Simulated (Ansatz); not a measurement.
Given:

```yaml
crystal:
  lattice:
    - [3.18312, 0.00000, 0.00000]
    - [0.00000, 5.18363, 0.00000]
    - [0.00000, 0.00000, 15.91889]
  atoms:
    - { symbol: Ga, position: [0.50000, 0.01791, 0.50603] }
    - { symbol: N, position: [0.50000, 0.35689, 0.47954] }
    - { symbol: Ga, position: [0.00000, 0.51791, 0.49397] }
    - { symbol: N, position: [0.00000, 0.85689, 0.52046] }
```

No spin polarisation.

Computed with Kohn–Sham DFT with the r2SCAN functional, run in Ansatz (a program for electronic structure) with PAW and 500 eV plane waves, scalar-relativistic without spin-orbit coupling. Settings: 10×7×1 k-points, 0.05 eV Fermi–Dirac smearing. The cell is a slab with vacuum along z.

Problem. What gap character does the calculation give?

Solution. Direct at Γ.

Problem. Estimate the band gap.

Solution. 2.84 eV.

Problem. Predict the valence-band top at Γ (three highest levels, from the VBM).

Solution. 0.00, -0.34, -0.96 eV.

No phonon test of stability was made. The cell was made from GaN in the wurtzite structure (space group P6_3mc, No. 186) by this change: a free-standing slab of 1 layer (4 atoms, 4 a layer) is cut normal to the y axis, with 15 Å of vacuum and the in-plane cell held at bulk.
